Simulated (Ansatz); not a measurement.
The parent structure is Ag in the fcc (Cu type) structure (space group Fm-3m, No. 225; relaxed with 0.1 eV smearing).

```
Ag
1.0
    0.00000     2.05231     2.05231
    2.05231     0.00000     2.05231
    2.05231     2.05231     0.00000
Ag
1
Direct
  0.00000   0.00000   0.00000
```

Cartesian axes are those of the cell as printed.

All numbers come from Ansatz (a quantum-chemistry and plane-wave program) r2SCAN, no SOC, earlier PAW set.

Perturbation: the cell is stretched by 3.05 % along x with no lateral relaxation; the atoms relax in the strained cell.

Predict the stress tensor and what it implies for the stiffness.

Stress of the strained cell less that of the base (GPa, compression positive):
```
   -3.4     0.0     0.0
    0.0    -2.5     0.0
    0.0     0.0    -2.5
```

Then −Δσ_ii/ε with ε = 0.0305 gives secant stiffness values (nonlinear terms included at this strain): C11 ≈ 113 GPa, C12 ≈ 81 GPa and C13 ≈ 81 GPa.

As a check, the harmonic strain energy −½ V₀ Δσ:ε is 5.7 meV/atom; the computed energy rise is 5.8 meV/atom.

No phonon test of stability was made.
